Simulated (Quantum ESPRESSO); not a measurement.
A working Quantum ESPRESSO input for MgCo4O8 (F-43m, 13 atoms in the cell) (DFT, PBEsol, plane waves, SSSP 1.1.2 efficiency (PBE) pseudopotentials):

```fortran
&control
  calculation = 'scf',
  prefix = 'scf',
  outdir = './tmp/',
  pseudo_dir = './',
  tprnfor = .true.,
  tstress = .true.,
/
&system
  ibrav = 0,
  celldm(1) = 10.99917758,
  nat = 13,
  ntyp = 3,
  ecutwfc = 55,
  ecutrho = 440,
  occupations = 'smearing',
  smearing = 'mp',
  degauss = 0.0073499,
  input_dft = 'pbesol',
/
&electrons
  conv_thr = 1.0e-11,
  mixing_beta = 0.7,
/
ATOMIC_SPECIES
Mg    24.3050  Mg.pbe-n-kjpaw_psl.0.3.0.UPF
Co    58.9332  Co_pbe_v1.2.uspp.F.UPF
O     15.9990  O.pbe-n-kjpaw_psl.0.1.UPF
ATOMIC_POSITIONS alat
Mg    1.06066017    1.06066017    1.06066017
Co    0.52785521    0.52785521    0.52785521
Co    0.52785521    0.88635835    0.88635835
Co    0.88635835    0.88635835    0.52785521
Co    0.88635835    0.52785521    0.88635835
O     0.19815960    0.19815960    0.19815960
O     0.19815960    0.50894718    0.50894718
O     0.50894718    0.50894718    0.19815960
O     0.50894718    0.19815960    0.50894718
O     0.86375922    0.86375922    0.86375922
O     0.86375922    0.55045435    0.55045435
O     0.55045435    0.55045435    0.86375922
O     0.55045435    0.86375922    0.55045435
K_POINTS automatic
6 6 6  1 1 1
CELL_PARAMETERS alat
   0.00000000     0.70710678     0.70710678
   0.70710678     0.00000000     0.70710678
   0.70710678     0.70710678     0.00000000
```

The run converged in 17 iterations: free energy E − TS -21155.6318 eV; Fermi level (on the code's own zero) 7.58 eV; pressure -18.18 GPa; largest force (vector length) 1.589 eV/Å. Each of these slips is then made, one at a time:

(1)
```diff
-  calculation = 'scf',
+  calculation = 'SCF-run',
```

(2)
```diff
-O     15.9990  O.pbe-n-kjpaw_psl.0.1.UPF
+O     15.9990  O.pbe.UPF
```

Task: How does each altered input end?

Result: 
(1) A value that the program does not know. The program stopped before any SCF iteration.
```
Error in routine  control_checkin (1):
calculation "SCF-run" not allowed
```

(2) A potential or basis that cannot be found. The program stopped before any SCF iteration.
```
Error in routine readpp (1):
file ./O.pbe.UPF not found
```

The starting cell comes from a database of computed structures (which also holds hypothetical and non-ambient phases and stackings), without a prior relaxation at this level. Spin polarisation is off, so a magnetic state, if there is one, cannot be reached. In the base run, with a pressure of about -18 GPa the cell is away from its equilibrium volume at this level. In the base run, forces exceed 1 eV/Å.

Left out of this page: 3 runs of the series outside the window shown, repeating another row's setting, or not comparable.
